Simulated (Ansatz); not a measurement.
The starting structures come from a database of crystals and need not be the phases stable at ambient conditions.

Evanescent states of CuI (P6_3mc, wurtzite, 4 atoms a cell, 27.2 Å³ an atom) along the normal of (100)

All values below come from r2SCAN (plane waves, PAW; Ansatz, a program for electronic structure).

The gap is the functional's own, uncorrected, and κ follows it; spin-orbit coupling is left out. Mid-gap means the computed energy nearest the middle.

Energies count from the valence-band top; κ is the least over a 8×6 mesh across the current.

| E (eV) | κ (1/Å) | where |
|---|---|---|
| 0.05 | 0.056 | Γ |
| 0.15 | 0.093 | Γ |
| 0.25 | 0.114 | Γ |
| 0.35 | 0.129 | Γ |
| 0.45 | 0.139 | Γ |
| 0.55 | 0.146 | Γ |
| 0.65 | 0.150 | Γ |
| 0.75 | 0.152 | Γ |
| 0.85 | 0.152 | Γ |
| 0.95 | 0.151 | Γ |
| 1.05 | 0.147 | Γ |
| 1.15 | 0.141 | Γ |
| 1.25 | 0.133 | Γ |
| 1.35 | 0.123 | Γ |
| 1.45 | 0.109 | Γ |
| 1.55 | 0.090 | Γ |
| 1.65 | 0.062 | Γ |

### Question
How thick must the barrier be to attenuate the transmission by 10^4 when the electrodes' Fermi level lies at 0.85 eV, and what attenuation does that film give at 1.15 eV?

### Answer
d = 4 ln 10 / (2 × 0.152) = 30.3 Å. At 1.15 eV it gives 4 × 0.141/0.152 = 3.7 decades.
